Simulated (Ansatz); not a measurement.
Take SrO in the rock salt structure (space group Fm-3m, No. 225; a = 5.195 Å) as the base.

All numbers come from PBE/PAW in Ansatz (a first-principles code), without spin-orbit coupling.

Strains are applied to the cell and any free atomic positions relax.

One change was made to it. Results:

```tsv
quantity	base	after
energy relative to the base (free energy F)	0 meV/atom	+1.0 meV/atom
gap character	indirect, Γ → X	indirect, Γ → X
width of the top valence band	1.05 eV	1.03 eV
band gap	3.33 eV	3.33 eV
```

### Question
Which of these changes matches the shifts?
A. isotropic strain +1.50 %
B. isotropic strain −2.00 %
C. isotropic strain +0.50 %
D. isotropic strain −1.50 %
E. isotropic strain +2.00 %

### Answer
C, isotropic strain +0.50 %. For comparison, the energy relative to the base in the other runs: isotropic strain +1.50 % gives +8.9 meV/atom; isotropic strain +2.00 % gives +16 meV/atom; isotropic strain −2.00 % gives +18 meV/atom; isotropic strain −1.50 % gives +9.9 meV/atom.

Whether these cells are dynamically stable was not tested.
